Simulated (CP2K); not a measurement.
CP2K run on Sc3SnB (Pm-3m, 5 atoms in the cell): self-consistent single point

Computed with LDA (Pade form), GPW, DZVP-MOLOPT-SR-GTH basis, GTH-PADE potentials (GTH_POTENTIALS) run with CP2K.

Input:

```
&GLOBAL
  PROJECT run
  RUN_TYPE ENERGY_FORCE
  PRINT_LEVEL MEDIUM
&END GLOBAL
&FORCE_EVAL
  METHOD Quickstep
  STRESS_TENSOR ANALYTICAL
  &DFT
    BASIS_SET_FILE_NAME BASIS_MOLOPT
    POTENTIAL_FILE_NAME GTH_POTENTIALS
    &QS
      METHOD GPW
      EPS_DEFAULT 1E-10
    &END QS
    &MGRID
      CUTOFF 600
      REL_CUTOFF 50
      NGRIDS 5
    &END MGRID
    &SCF
      SCF_GUESS ATOMIC
      EPS_SCF 1E-6
      MAX_SCF 100
      ADDED_MOS 8
      &DIAGONALIZATION
        ALGORITHM STANDARD
      &END DIAGONALIZATION
      &MIXING
        METHOD BROYDEN_MIXING
        ALPHA 0.2
        NBUFFER 10
        BETA 1
      &END MIXING
      &SMEAR ON
        METHOD FERMI_DIRAC
        ELECTRONIC_TEMPERATURE [K] 1160.45
      &END SMEAR
    &END SCF
    &KPOINTS
      SCHEME MONKHORST-PACK 6 6 6
      GAMMA_CENTERED T
    &END KPOINTS
    &XC
      &XC_FUNCTIONAL PADE
      &END XC_FUNCTIONAL
    &END XC
    &PRINT
      &MO
        EIGENVALUES T
        OCCUPATION_NUMBERS T
        NDIGITS 8
        FILENAME mo
        &EACH
          QS_SCF 0
        &END EACH
        ADD_LAST NUMERIC
      &END MO
      &MULLIKEN ON
      &END MULLIKEN
    &END PRINT
  &END DFT
  &SUBSYS
    &CELL
      ABC 4.66420900 4.66420900 4.66420900
      ALPHA_BETA_GAMMA 90.00000000 90.00000000 90.00000000
      PERIODIC XYZ
    &END CELL
    &COORD
      SCALED
      Sc       0.50000000     0.00000000     0.50000000
      Sc       0.00000000     0.50000000     0.50000000
      Sc       0.50000000     0.50000000     0.00000000
      Sn       0.00000000     0.00000000     0.00000000
      B        0.50000000     0.50000000     0.50000000
    &END COORD
    &KIND Sc
      BASIS_SET DZVP-MOLOPT-SR-GTH-q11
      POTENTIAL GTH-PADE-q11
    &END KIND
    &KIND Sn
      BASIS_SET DZVP-MOLOPT-SR-GTH-q4
      POTENTIAL GTH-PADE-q4
    &END KIND
    &KIND B
      BASIS_SET DZVP-MOLOPT-SR-GTH-q3
      POTENTIAL GTH-PADE-q3
    &END KIND
  &END SUBSYS
  &PRINT
    &FORCES ON
    &END FORCES
    &STRESS_TENSOR ON
    &END STRESS_TENSOR
  &END PRINT
&END FORCE_EVAL
```

The program printed (abridged):

```
 GLOBAL| Method name                                                        CP2K
 GLOBAL| Project name                                                        run
 GLOBAL| Run type                                                   ENERGY_FORCE

 CELL| Volume [angstrom^3]:                                           101.469147
 CELL| Vector a [angstrom]:       4.664     0.000     0.000   |a| =     4.664209
 CELL| Vector b [angstrom]:       0.000     4.664     0.000   |b| =     4.664209
 CELL| Vector c [angstrom]:       0.000     0.000     4.664   |c| =     4.664209
 CELL| Angle (b,c), alpha [degree]:                                    90.000000
 CELL| Angle (a,c), beta  [degree]:                                    90.000000
 CELL| Angle (a,b), gamma [degree]:                                    90.000000
 CELL| Numerically orthorhombic:                                             YES
 CELL| Periodicity                                                           XYZ

 DFT| Spin restricted Kohn-Sham (RKS) calculation                            RKS
 DFT| Multiplicity                                                             1
 DFT| Number of spin states                                                    1
 DFT| Charge                                                                   0
 DFT| XC density smoothing                                                  NONE
 DFT| XC derivatives                                                          PW

 QS| Method:                                                                 GPW
 QS| Density plane wave grid type                        NON-SPHERICAL FULLSPACE
 QS| Number of grid levels:                                                    5
 QS| Density cutoff [a.u.]:                                                300.0
 QS| Multi grid cutoff [a.u.]: 1) grid level                               300.0
   [... lines left out ...]
 BRILLOUIN| Wavefunction type                                            COMPLEX
 BRILLOUIN| List of Kpoints [2 Pi/Bohr]                                      112
 BRILLOUIN| Number           Weight            X              Y              Z
 BRILLOUIN|     1           0.00926       -0.33333       -0.33333       -0.33333
 BRILLOUIN|     2           0.00926       -0.33333       -0.33333       -0.16667
 BRILLOUIN|     3           0.00926       -0.33333       -0.33333        0.00000
   [... 109 lines left out ...]
 *******************************************************************************

 Extrapolation method: initial_guess

 Re-scaling the density matrix to get the right number of electrons
                  # Electrons              Trace(P)               Scaling factor
                           40                40.000                        1.000

 Number of electrons:                                                         40
 Number of occupied orbitals:                                                 20
 Number of molecular orbitals:                                                28

 Number of orbital functions:                                                104
 Number of independent orbital functions:                                    104
 SCF WAVEFUNCTION OPTIMIZATION

  Step     Update method      Time    Convergence         Total energy    Change
     1 NoMix/Diag. 0.20E+00      -     1.76837397      -147.3877051006 -1.47E+02
     2 Broy./Diag. 0.20E+00      -     0.26792895      -147.6861822209 -2.98E-01
     3 Broy./Diag. 0.20E+00      -     0.41995477      -146.9011093743  7.85E-01
     4 Broy./Diag. 0.20E+00      -     0.06567503      -146.1286257831  7.72E-01
     5 Broy./Diag. 0.20E+00      -     0.04687316      -146.6326343590 -5.04E-01
     6 Broy./Diag. 0.20E+00      -     0.00624743      -146.5965144493  3.61E-02
     7 Broy./Diag. 0.20E+00      -     0.00859550      -146.4566564147  1.40E-01
   [... 2 lines left out ...]
    10 Broy./Diag. 0.20E+00      -     0.00007863      -146.4275286289 -7.73E-03
    11 Broy./Diag. 0.20E+00      -     0.00006797      -146.4274157670  1.13E-04
    12 Broy./Diag. 0.20E+00      -     0.00000888      -146.4272405031  1.75E-04
    13 Broy./Diag. 0.20E+00      -     0.00001538      -146.4271412498  9.93E-05
    14 Broy./Diag. 0.20E+00      -     0.00000012      -146.4270913101  4.99E-05
  *** SCF run converged in    14 steps ***

  Electronic density on regular grids:        -39.9999999999        0.0000000001
  Core density on regular grids:               39.9999999959       -0.0000000041
  Total charge density on r-space grids:       -0.0000000040
  Total charge density g-space grids:          -0.0000000040

  Overlap energy of the core charge distribution:               0.00000000000136
  Self energy of the core charge distribution:               -279.28628912752697
  Core Hamiltonian energy:                                     68.32361299827430
  Hartree energy:                                              84.78333406581768
  Exchange-correlation energy:                                -20.24594072351433
  Electronic entropic energy:                                  -0.00180852340149
  Fermi energy:                                                 0.25641769959128

  Total energy:                                              -146.42709131009670
  Total energy (extrapolated to T->0):                       -146.42618704839595

                     Mulliken Population Analysis

 #  Atom  Element  Kind  Atomic population                           Net charge
       1     Sc       1         10.951812                              0.048188
       2     Sc       1         10.951811                              0.048189
       3     Sc       1         10.951811                              0.048189
       4     Sn       2          4.153636                             -0.153636
       5     B        3          2.990931                              0.009069
 # Total charge                             40.000000                 -0.000000

 ENERGY| Total FORCE_EVAL ( QS ) energy [hartree]           -146.427089465803135

 FORCES| Atomic forces [hartree/bohr]
 FORCES|   Atom     x               y               z               |f|
 FORCES|      1  5.37053400E-11  6.58341752E-11  5.36973760E-11   1.00507763E-10
 FORCES|      2  6.58346670E-11  5.37076781E-11  5.37021329E-11   1.00511876E-10
 FORCES|      3  5.37047708E-11  5.37045710E-11  6.58165452E-11   1.00499756E-10
 FORCES|      4 -3.09587009E-12 -3.09560938E-12 -3.09534975E-12   5.36175336E-12
 FORCES|      5  1.70584710E-11  1.70588495E-11  1.70588974E-11   2.95466032E-11
 FORCES| Sum     1.87207379E-10  1.87209664E-10  1.87179602E-10
 FORCES| Total atomic force                                       3.24237975E-10

 STRESS| Analytical stress tensor [bar]
 STRESS|                        x                   y                   z
 STRESS|      x       -6.01545397766E+04   2.68950070073E-05   2.68973765053E-05
 STRESS|      y        2.68950070073E-05  -6.01545326862E+04   2.68965661594E-05
 STRESS|      z        2.68973765053E-05   2.68965661594E-05  -6.01544864449E+04
 STRESS| 1/3 Trace                                            -6.01545196359E+04
```

The run converged in 14 iterations.

The starting cell comes from a database of computed structures (which also holds hypothetical and non-ambient phases and stackings), without a prior relaxation at this level. Its lattice was rescaled by a random factor within 2.5 % of one. Values carry the incompleteness of an atom-centred basis. With a pressure of about -6 GPa the cell is away from its equilibrium volume at this level.

Cost on one core of a shared machine: roughly 80 s.
